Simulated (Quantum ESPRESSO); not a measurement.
```
LaNi2B2C
1.0
    1.88921    -1.88921     4.90920
    1.88921     1.88921     4.90920
   -1.88921    -1.88921     4.90920
La Ni B C
1 2 2 1
Direct
  0.00000   0.00000   0.00000
  0.50000   0.25000   0.75000
  0.50000   0.75000   0.25000
  0.00000   0.34813   0.34813
  0.00000   0.65187   0.65187
  0.00000   0.50000   0.50000
```

Computed with PBEsol, SSSP 1.1.2 efficiency (PBE) pseudopotentials (plane waves; Quantum ESPRESSO).

The set-up and first iterations of a Quantum ESPRESSO log for LaNi2B2C (I4/mmm, 6 atoms in the cell):

```
     file C.pbe-n-kjpaw_psl.1.0.0.UPF: wavefunction(s)  2S 2P renormalized
     G-vector sticks info
     --------------------
     sticks:   dense  smooth     PW     G-vecs:    dense   smooth      PW
     Sum        2257    1121    377                63959    22485    4409

     bravais-lattice index     =            7
     lattice parameter (alat)  =       7.1402  a.u.
     unit-cell volume          =     472.9607 (a.u.)^3
     number of atoms/cell      =            6
     number of atomic types    =            4
     number of electrons       =        57.00
     number of Kohn-Sham states=           35
     kinetic-energy cutoff     =      50.0000  Ry
     charge density cutoff     =     400.0000  Ry
     scf convergence threshold =      1.0E-10
     mixing beta               =       0.7000
     number of iterations used =            8  plain     mixing
     Exchange-correlation= PBESOL
   [... lines left out ...]
         4        B      tau(   4) = (   0.0000000   0.0000000   0.9046335  )
         5        B      tau(   5) = (   0.0000000   0.0000000   1.6939173  )
         6        C      tau(   6) = (   0.0000000   0.0000000   1.2992754  )

   Crystallographic axes

     site n.     atom                  positions (cryst. coord.)
         1        La     tau(   1) = (  0.0000000  0.0000000  0.0000000  )
         2        Ni     tau(   2) = ( -0.5000000  0.2500000  0.7500000  )
         3        Ni     tau(   3) = ( -0.5000000  0.7500000  0.2500000  )
         4        B      tau(   4) = (  0.0000000  0.3481300  0.3481300  )
         5        B      tau(   5) = (  0.0000000  0.6518700  0.6518700  )
         6        C      tau(   6) = (  0.0000000  0.5000000  0.5000000  )

     number of k points=    59  Fermi-Dirac smearing, width (Ry)=  0.0073
                       cart. coord. in units 2pi/alat
        k(    1) = (   0.0000000   0.0000000   0.0000000), wk =   0.0039062
        k(    2) = (  -0.1250000   0.0000000   0.0481037), wk =   0.0312500
        k(    3) = (  -0.2500000   0.0000000   0.0962075), wk =   0.0312500
   [... 56 lines left out ...]

     Dense  grid:    63959 G-vectors     FFT dimensions: (  72,  72,  72)

     Smooth grid:    22485 G-vectors     FFT dimensions: (  48,  48,  48)

     Initial potential from superposition of free atoms

     starting charge      52.9909, renormalised to      57.0000
     Self-consistent Calculation

     iteration #  1     ecut=    50.00 Ry     beta= 0.70

---- Real-time Memory Report at c_bands before calling an iterative solver
           640 MiB given to the printing process from OS
           171 MiB allocation reported by mallinfo(arena+hblkhd)
------------------

     total energy              =   -1087.49424715 Ry
     estimated scf accuracy    <     108.04889159 Ry

     iteration #  2     ecut=    50.00 Ry     beta= 0.70

---- Real-time Memory Report at c_bands before calling an iterative solver
           760 MiB given to the printing process from OS
           221 MiB allocation reported by mallinfo(arena+hblkhd)
------------------

     total energy              =   -1151.72959026 Ry
     estimated scf accuracy    <     346.73346569 Ry

     iteration #  3     ecut=    50.00 Ry     beta= 0.70

---- Real-time Memory Report at c_bands before calling an iterative solver
           761 MiB given to the printing process from OS
           222 MiB allocation reported by mallinfo(arena+hblkhd)
------------------

     total energy              =   -1171.17700310 Ry
     estimated scf accuracy    <      41.96710442 Ry
```

### Question
Will this run converge, and how will it end?

### Answer
The run converged in 37 iterations. Convergence of the loop says nothing yet on basis, mesh or lower states. Warnings to mind: c_bands:  1 eigenvalues not converged; c_bands:  3 eigenvalues not converged; c_bands:  2 eigenvalues not converged. It ends on: free energy E − TS -15899.9658 eV; Fermi level (on the code's own zero) 14.38 eV; pressure -4.20 GPa; largest force (vector length) 0.130 eV/Å. The log goes on:

```
   [... 32 blocks of this kind left out ...]

     iteration # 36     ecut=    50.00 Ry     beta= 0.70

---- Real-time Memory Report at c_bands before calling an iterative solver
           768 MiB given to the printing process from OS
           227 MiB allocation reported by mallinfo(arena+hblkhd)
------------------

     total energy              =   -1168.62593485 Ry
     estimated scf accuracy    <          1.7E-09 Ry

     iteration # 37     ecut=    50.00 Ry     beta= 0.70

---- Real-time Memory Report at c_bands before calling an iterative solver
           768 MiB given to the printing process from OS
           227 MiB allocation reported by mallinfo(arena+hblkhd)
------------------
     End of self-consistent calculation

     the Fermi energy is    14.3776 ev

!    total energy              =   -1168.62593485 Ry
     estimated scf accuracy    <          9.2E-12 Ry
     smearing contrib. (-TS)   =      -0.00587092 Ry
     internal energy E=F+TS    =   -1168.62006392 Ry

      -> PAW hartree energy AE =      43.94817315 Ry
      -> PAW hartree energy PS =     -43.98322167 Ry
      -> PAW xc energy AE      =    -409.06952690 Ry
      -> PAW xc energy PS      =      11.49555965 Ry
      -> total E_H with PAW    =     310.60996680 Ry
      -> total E_XC with PAW   =    -487.13327855 Ry

     convergence has been achieved in  37 iterations

     Forces acting on atoms (cartesian axes, Ry/au):

     atom    1 type  1   force =     0.00000000    0.00000000   -0.00000000
     atom    2 type  2   force =    -0.00000000    0.00000000    0.00000000
     atom    3 type  2   force =     0.00000000    0.00000000    0.00000000
   [... lines left out ...]
     atom    6 type  4   force =    -0.00000000    0.00000000    0.00000000

     Total force =     0.007147     Total SCF correction =     0.000000

          total   stress  (Ry/bohr**3)                   (kbar)     P=      -41.97
  -0.00031751  -0.00000000  -0.00000000          -46.71       -0.00       -0.00
  -0.00000000  -0.00031751   0.00000000           -0.00      -46.71        0.00
  -0.00000000   0.00000000  -0.00022085           -0.00        0.00      -32.49

   JOB DONE.
```

For comparison: a first run (DFT, LDA (PZ), plane waves, GBRV 1.5 ultrasoft (LDA) pseudopotentials) was changed to give this one (pseudopotentials: {La: la_lda_v1.uspp.F.UPF, Ni: ni_lda_v1.4.uspp.F.UPF, B: b_lda_v1.4.uspp.F.UPF, C: c_lda_v1.2.uspp.F.UPF} → {La: La.GGA-PBE-paw-v1.0.UPF, Ni: ni_pbe_v1.4.uspp.F.UPF, B: b_pbe_v1.4.uspp.F.UPF, C: C.pbe-n-kjpaw_psl.1.0.0.UPF}; input_dft: default → pbesol), and from it to this one the pressure goes from -8.38 to -4.20 GPa and the largest force goes from 0.055 to 0.130 eV/Å.

The starting cell comes from a database of computed structures (which also holds hypothetical and non-ambient phases and stackings), without a prior relaxation at this level. Spin polarisation is off. With a pressure of about -4 GPa the cell is away from its equilibrium volume at this level.

The run was DFT, PBEsol, plane waves, SSSP 1.1.2 efficiency (PBE) pseudopotentials. Main settings of its input:

```
setting                      value
-----------  ---------------------
ecutwfc                      50 Ry
ecutrho                     400 Ry
occupations               smearing
smearing                        fd
degauss               0.0073499 Ry
input_dft                   pbesol
K_POINTS     automatic 8 8 8 0 0 0
conv_thr                  1e-10 Ry
mixing_beta                    0.7
```
